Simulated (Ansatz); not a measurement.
Consider BN in the zinc blende structure (space group F-43m, No. 216).

```yaml
crystal:
  lattice:
    - [0.00000, 1.80486, 1.80486]
    - [1.80486, 0.00000, 1.80486]
    - [1.80486, 1.80486, 0.00000]
  atoms:
    - { symbol: B, position: [0.00000, 0.00000, 0.00000] }
    - { symbol: N, position: [0.25000, 0.25000, 0.25000] }
```

Cartesian axes are those of the cell as printed.

All numbers come from r2SCAN (Ansatz, a quantum-chemistry and plane-wave program), no spin-orbit coupling.

For the base:

```
Quantity    Value
--------  -------
Band gap  5.00 eV
```

It is then changed as follows: tensor shear ε_xy = +0.86 % (engineering shear γ = 0.0172), atoms relaxed at fixed cell.

### Question
What happens to the stress?

### Answer
The stress (xx, yy, zz, yz, xz, xy; compression positive) comes out as (0.19, 0.19, 0.03, 0.00, 0.00, -8.04) GPa.

### Question
Estimate the effect on the band gap.

### Answer
The band gap shrinks by 0.06 eV (5.00 eV → 4.94 eV).

The cells carry an imposed strain or load. Whether these cells are dynamically stable was not tested.
